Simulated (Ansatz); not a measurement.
S on the C site in diamond: one set of geometries, relaxed with PBE, evaluated in Ansatz (PAW, plane waves to 420 eV, 500 eV under r2SCAN) with PBE, r2SCAN.

Cell and caveats: 64-site cell; 2×2×2 shifted k-points; start: the C site; charged states image-corrected; corrections pass 1 eV, so highly charged states may be off by several tenths.

```tsv
quantity	PBE	r2SCAN
host gap (eV)	4.13	[?]
ε(+2/+1) above the VBM (eV)	1.85	[?]
ε(+1/0) above the VBM (eV)	3.09	[?]
largest moment on one atom at charge +1 (μB)	0.14	[?]
neutral formation energy against graphite, S8 molecule in a box (eV)	10.75	[?]
```

Task: Given the lower rungs, what does r2SCAN give?

Result: 
- host gap (eV), r2SCAN: 4.34
- ε(+2/+1) above the VBM (eV), r2SCAN: 1.95
- ε(+1/0) above the VBM (eV), r2SCAN: 3.38
- largest moment on one atom at charge +1 (μB), r2SCAN: 0.14
- neutral formation energy against graphite, S8 molecule in a box (eV), r2SCAN: 10.94

Ansatz is an electronic-structure program.
